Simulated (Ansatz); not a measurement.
Si2N2O (Cmc2_1), PBEsol, rigid bands in Ansatz (a program for electronic structure): N_v = 1.32e20 cm⁻³ at 300 K and a hole conductivity mass of 2.57 mₑ along x (a = (4.46, -2.76, 0.00) Å; b = (4.46, 2.76, 0.00) Å; c = (0.00, 0.00, 4.87) Å).

Task: For 1e16 holes per cm³ at 300 K, place the Fermi level, estimate the Seebeck coefficient of a parabolic band with constant τ, and give mobility and conductivity for τ = 10 fs.

Result: The level lies k_BT ln(N_v/p) = 0.245 eV above the valence-band maximum. S ≈ +(k_B/e)[ln(N_v/p) + 5/2] = 1033 μV/K, against 1035 μV/K from the full bands (mean over directions). μ = eτ/m = 6.84 cm²/(V·s) and σ = peμ = 0.0110 S/cm. τ is assumed, not computed.

Band transport and this doping are assumed; polarons and phonon drag are left out. Spin-orbit coupling is left out; where it splits the top of the valence band, N_v and the p-type Seebeck coefficient come out somewhat high without it.

Formula and space group known from diffraction (Crystallography Open Database), not checked to be the room-temperature form: Si2N2O (Cmc2_1).
